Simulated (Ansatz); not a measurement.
Cell and atoms of amorphous Ti20O43Sc2:

```xyz
65
Lattice="9.3045 0.1404 -0.2641 0.1404 9.2111 -0.0291 -0.2641 -0.0291 9.3486" Properties=species:S:1:pos:R:3 pbc="T T T"
Ti     4.4176     3.5847     5.8859
Ti     8.9438     3.1705     7.3945
Ti     7.8230     8.6518     6.3500
Ti     8.3322     5.2511     4.9766
Ti     7.8303     7.6594     1.7888
Ti     4.9125     3.6303     2.3422
Ti     4.4913     7.3946     3.0346
Ti     2.0288     5.7004     7.0904
Ti     9.0261     0.3866     0.0445
Ti     5.2717     5.1017     8.3157
Ti     3.2783     0.6573     1.3122
Ti     0.9516     1.6631     4.6978
Ti     1.9781     6.7804     1.1230
Ti     4.7847     0.0741     5.7747
Ti     7.1004     2.3464     4.1445
Ti     7.6061     4.2978     1.5217
Ti     1.4821     3.0595     1.5107
Ti     0.9648     7.8672     4.5336
Ti     2.7361     2.1356     7.8179
Ti     4.4711     7.9959     8.2792
O      7.7596     6.8197     5.9630
O      1.8278     4.8809     1.6436
O      0.2675     4.8637     6.8990
O      1.2043     6.1788     8.7598
O      8.5363     8.2326     8.0148
O      6.0597     6.7109     8.5151
O      5.7472     4.5889     6.5911
O      5.1326     3.1352     4.2354
O      1.4506     1.0024     1.1477
O      5.9613     8.8969     7.2163
O      8.2611     5.9828     0.9560
O      0.5808     7.8754     1.2261
O      7.7527     4.2117     8.3372
O      3.4964     7.8237     0.6912
O      6.5338     0.8215     5.1366
O      0.4869     5.6268     4.3938
O      4.1397     0.0554     2.7506
O      3.5931     8.4774     6.8500
O      6.5416     2.6617     2.2975
O      1.7311     7.0660     6.0806
O      1.8295     0.1817     4.2052
O      8.4165     1.5246     7.9653
O      8.6672     7.8994     3.3398
O      2.9648     4.6709     5.6189
O      7.5420     0.1365     0.9728
O      5.8064     4.4306     0.7509
O      6.1035     7.2975     2.1767
O      4.9479     7.7049     4.7183
O      4.2656     5.2883     2.8986
O      1.2985     2.1669     6.4911
O      8.9925     3.1552     1.2538
O      1.6710     2.9765     3.5140
O      2.3893     7.0429     3.1447
O      3.6508     0.7958     8.8920
O      8.0478     3.3545     5.5388
O      0.0136     9.0522     5.7581
O      7.4814     4.7263     3.3604
O      1.3079     3.0171     8.8176
O      3.9036     1.7484     6.1580
O      8.6521     1.6746     3.5631
O      3.5594     2.5810     1.6088
O      3.7320     6.1638     8.0083
O      3.7843     3.5759     7.9005
Sc     2.2820     5.0123     3.6899
Sc     8.4321     6.1405     8.1288
```

Computed with PBE, scalar-relativistic without spin-orbit coupling (plane waves to 420 eV, PAW; Ansatz, a first-principles code).

The cell was made by melting and quenching with the CHGNet potential and then relaxed with DFT. O atoms were pushed apart under 1.9 Å during the dynamics, to hinder bonds among them. The hot cell started wider than the set density and was brought back towards it in steps. It is the lowest in DFT energy of 2 quenches. It is a model cell: composition and starting density were chosen by hand, and all elements were melted together. No dispersion term was used. Its density started from a set value of 3.60 and ended at 3.60 g/cm³. Cooling (nominally 240 K/ps over its main leg) ran many orders faster than in experiment, which tends to leave more defects and strain. One small periodic cell is one sample of the glass; other quenches scatter about these values. The volume was held where the preparation left it and the shape relaxed, at a PBE pressure of 0.9 GPa. Stress components on the final sampling reach 0.9 GPa.

Bonds are counted up to Ti-Ti 3.12 Å, Ti-O 2.38 Å, Ti-Sc 3.27 Å, O-O 1.58 Å, O-Sc 2.60 Å, Sc-Sc 3.41 Å. Two cations that share two anions don't count as bonded, nor two that share one unless they lie closer than Ti-Ti 3.04 Å, Ti-Sc 3.18 Å, Sc-Sc 3.32 Å.

Q: Give the coordination numbers, mean bond lengths and angles.

A: 
- Mean coordination of Ti by anions = 5.15 (1 with 4, 15 with 5, 4 with 6); 2 close contacts or bonds to cations besides
- Mean coordination of O = 2.70 (15 with 2, 26 with 3, 2 with 4)
- Mean coordination of Sc by anions = 6.50 (1 with 6, 1 with 7)
- Mean Ti-O bond = 1.946 Å (spread 0.125 Å, 103 counted)
- Mean O-Sc bond = 2.163 Å (spread 0.122 Å, 13 counted)
- Mean Ti-Ti close contact = 3.013 Å (spread 0.000 Å, 1 counted)
- Bond angle at Ti = mean 105.1°, spread 27.4°
- Bond angle at O = mean 118.3°, spread 18.7°
- Bond angle at Sc = mean 102.8°, spread 29.6°

Q: List the pairs of like atoms that count as bonded by the rules above.

A: Ti12-Ti18 (3.01 Å).
